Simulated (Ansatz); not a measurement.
Base system: KTaO3 in the cubic perovskite structure (space group Pm-3m, No. 221; a = 3.9893 Å).

Structures relaxed with r2SCAN (Ansatz, an electronic-structure program), no spin-orbit coupling, earlier PAW set.

Base:

Simulated powder pattern, Cu Kα, λ = 1.54184 Å (kinematic, ideal powder, no thermal factors, no anomalous dispersion; the 8 strongest lines at most, above 2 %, up to 2θ = 90°):

```
2θ (°)  I/Imax (%)    hkl
------  ----------  -----
22.28           69  (100)
31.72          100  (110)
45.47           32  (200)
51.20           32  (210)
56.51           40  (211)
66.27           19  (220)
70.87           16  (221)
75.34           18  (310)
```

Perturbation: N takes the place of O on all its sites; the structure is relaxed again.

**Question.** Where do the lines fall after the change?

**Answer.** 
Simulated powder pattern, Cu Kα, λ = 1.54184 Å (kinematic, ideal powder, no thermal factors, no anomalous dispersion; the 8 strongest lines at most, above 2 %, up to 2θ = 90°):

```csv
2θ (°),I/Imax (%),hkl
21.37,64,(100)
30.40,100,(110)
43.53,29,(200)
48.99,31,(210)
54.02,41,(211)
63.26,18,(220)
71.80,18,(310)
87.86,22,(321)
```

The indices refer to each structure's own conventional cell; one index is shown for lines that coincide.

The magnetic state is the one reached from the starting moments; the real material's order can differ, and small cells can't hold many antiferromagnetic ones. Stability against distortions was not tested. As relaxed here, KTaN3 is a hypothetical phase, not in the database extracts checked.
